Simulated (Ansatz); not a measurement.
System: ScOF (P4/nmm, No. 129, 6 atoms in the cell; start mp-989178). Method: dielectric-dependent PBEsol hybrid in Ansatz (plane waves, PAW).

Settings: plane-wave cutoff 460 eV, 6×6×4 k mesh (along the axes of the cell as run), Fermi–Dirac smearing 0.01 eV, scalar-relativistic PAW data made under PBE.

Cell (relaxed with PBEsol):

Space group P4/nmm, origin choice 1 (No. 129); a = b = 3.577 Å, c = 5.094 Å, α = β = γ = 90.00°

```tsv
atom	site	symmetry	x	y	z
Sc	2c	4mm	0.0000	0.5000	0.2928
O	2b	-4m2	0.5000	0.5000	0.5000
F	2a	-4m2	0.0000	0.0000	0.0000
```

Q: Estimate the band gap, smallest direct gap on the k points sampled and direct gap at Γ that the calculation returns.

A: 
- band gap: 7.08 eV (indirect)
- smallest direct gap on the k points sampled: 7.15 eV
- direct gap at Γ: 7.33 eV

Note: cell and atoms aren't relaxed at this level (largest force component 0.19 eV/Å, pressure -2.6 GPa).

Static lattice: no zero-point or thermal effects.

It cost around 2.4 core-minutes (rough) of CPU time.

A start named mp-… is a Materials Project structure, which need not be a measured phase.

Ansatz is a quantum-chemistry and plane-wave program.
